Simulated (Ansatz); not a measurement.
Start from Mg in the hcp (Mg type) structure (space group P6_3/mmc, No. 194; relaxed with 0.1 eV smearing).

```
Mg
1.0
    3.19522     0.00000     0.00000
   -1.59761     2.76714     0.00000
    0.00000     0.00000     5.19658
Mg
2
Cartesian
  1.59761   0.92238   3.89744
  0.00000   1.84476   1.29915
```

Method: DFT with PBE, PAW potentials and a 420 eV plane-wave cutoff in Ansatz (a program for electronic structure), spin-orbit coupling left out.

Before the change:

| Property | Result |
|---|---|
| Pressure | 0.0 GPa |
| Band gap | zero |

One thing is altered: the cell is scaled by 0.9850 in all directions; the atoms relax in the strained cell.

Estimate the effect on the pressure, energy relative to the base and band gap.

The pressure (mean of the normal stresses, compression positive) goes from zero to 1.8 GPa; the energy goes up by 5.5 meV/atom; the band gap is still zero.

Stability against distortions was not tested.
